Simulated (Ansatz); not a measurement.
Start from ZrRuAs (space group P-62m, No. 189; a = 6.5506 Å, c = 3.8908 Å; a cell from a computed database, its experimental status unchecked).

Calculations: Kohn–Sham DFT with the PBEsol functional, run in Ansatz (a quantum-chemistry and plane-wave program) with PAW and 420 eV plane waves, without spin-orbit coupling.

Before the change:

Pressure: 0.0 GPa

Perturbation: the cell is scaled by 0.9754 in all directions; the atoms relax in the strained cell.

**Question.** Predict the new energy relative to the base and pressure.

**Answer.** The energy rises by 62 meV/atom; the pressure (mean of the normal stresses, compression positive) goes from zero to 18.3 GPa.

No phonon test of stability was made. The final runs are not spin-polarised. An odd electron count without spin: ZrRuAs.
